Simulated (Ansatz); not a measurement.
The starting structures come from a database of crystals and need not be the phases stable at ambient conditions.

Evanescent states of SrTiO3 (I4/mcm, not sure to be the ambient phase, 10 atoms a cell, 12.0 Å³ an atom) along the normal of (110)

Level of theory: r2SCAN (plane waves, PAW; Ansatz, a quantum-chemistry and plane-wave program).

No gap correction and no spin-orbit coupling; mid-gap values are interpolated between computed energies.

Energies count from the valence-band top; κ is the least over a 6×6 mesh across the current.

| E (eV) | κ (1/Å) | where |
|---|---|---|
| 0.06 | 0.115 | Γ |
| 0.18 | 0.188 | Γ |
| 0.30 | 0.201 | Γ |
| 0.42 | 0.213 | Γ |
| 0.54 | 0.225 | Γ |
| 0.66 | 0.235 | Γ |
| 0.78 | 0.243 | Γ |
| 0.90 | 0.251 | Γ |
| 1.02 | 0.257 | Γ |
| 1.14 | 0.263 | Γ |
| 1.26 | 0.268 | Γ |
| 1.38 | 0.272 | Γ |
| 1.50 | 0.261 | Γ |
| 1.62 | 0.248 | Γ |
| 1.74 | 0.232 | Γ |
| 1.86 | 0.212 | Γ |
| 1.98 | 0.187 | Γ |
| 2.10 | 0.154 | Γ |
| 2.22 | 0.108 | Γ |

Task: How thick must the barrier be to attenuate the transmission by 10^4 when the electrodes' Fermi level lies at 1.38 eV, and what attenuation does that film give at 0.42 eV?

Result: d = 4 ln 10 / (2 × 0.272) = 16.9 Å. At 0.42 eV it gives 4 × 0.213/0.272 = 3.1 decades.
